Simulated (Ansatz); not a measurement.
An ideal cubic perovskite cell is held by its symmetry; such compounds can tilt or shift off centre at room temperature. The starting structures come from a database of crystals and need not be the phases stable at ambient conditions.

 Where the default PAW files enter, the runs use the earlier of Ansatz's two default sets.

Consider the following.

```yaml
crystal:
  lattice:
    - [5.95233, 0.00000, 0.00000]
    - [-2.97616, 5.15487, 0.00000]
    - [2.97616, 1.71829, 2.43003]
  atoms:
    - { symbol: Zr, position: [0.00000, 0.00000, 0.00000] }
    - { symbol: Pb, position: [0.00000, 0.50000, 0.50000] }
    - { symbol: O, position: [0.50000, 0.00000, 0.50000] }
    - { symbol: O, position: [0.50000, 0.50000, 0.50000] }
    - { symbol: O, position: [0.00000, 0.00000, 0.50000] }
```

Space group of this cell: Pm-3m, cubic perovskite. The cell is taken as given; by r2SCAN its mean pressure is -5.6 GPa.

Transport runs along the normal of the first two printed cell vectors, the (111) plane of the conventional cell.

The gap is the functional's own. No spin-orbit coupling. Mid-gap values are interpolated on the energy grid.

**Question.** Predict the band gap and the smallest decay constant κ at mid-gap from r2SCAN run with Ansatz (a quantum-chemistry and plane-wave program).

**Answer.** Gap 2.74 eV on a 12×12×12 mesh; κ = 0.231 1/Å, at (0.500, 0.000) of the in-plane reciprocal vectors. At the zone centre, at the nearest computed energy, the slowest state has κ = 0.29 1/Å.
